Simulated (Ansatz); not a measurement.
The starting structures come from a database of crystals and need not be the phases stable at ambient conditions.

 Where the default PAW files enter, the runs use the earlier of Ansatz's two default sets.

**Evanescent states of CaHI (P4/nmm, not sure to be the ambient phase, 6 atoms a cell, 22.7 Å³ an atom, 2 GPa at this level) along the normal of (001)**

Level of theory: r2SCAN (plane waves, PAW; Ansatz, a program for electronic structure).

The gap is the functional's own. No spin-orbit coupling. Mid-gap values are interpolated on the energy grid.

Energies count from the valence-band top; κ is the least over a 8×8 mesh across the current.

| E (eV) | κ (1/Å) | where |
|---|---|---|
| 0.09 | 0.073 | Γ |
| 0.26 | 0.124 | Γ |
| 0.42 | 0.157 | Γ |
| 0.59 | 0.182 | Γ |
| 0.77 | 0.201 | Γ |
| 0.94 | (withheld) | Γ |
| 1.10 | (withheld) | Γ |
| 1.27 | (withheld) | Γ |
| 1.45 | (withheld) | Γ |
| 1.61 | (withheld) | Γ |
| 1.78 | (withheld) | Γ |
| 1.96 | (withheld) | Γ |
| 2.12 | (withheld) | Γ |
| 2.29 | (withheld) | Γ |
| 2.46 | (withheld) | Γ |
| 2.63 | (withheld) | Γ |
| 2.81 | 0.274 | off Γ |
| 2.98 | 0.244 | off Γ |
| 3.15 | 0.208 | off Γ |
| 3.31 | 0.163 | off Γ |
| 3.48 | 0.094 | off Γ |

Some entries are withheld; supply them.


- 0.94, κ (1/Å): 0.218
- 1.10, κ (1/Å): 0.231
- 1.27, κ (1/Å): 0.242
- 1.45, κ (1/Å): 0.252
- 1.61, κ (1/Å): 0.260
- 1.78, κ (1/Å): 0.266
- 1.96, κ (1/Å): 0.271
- 2.12, κ (1/Å): 0.275
- 2.29, κ (1/Å): 0.278
- 2.46, κ (1/Å): 0.280
- 2.63, κ (1/Å): 0.281
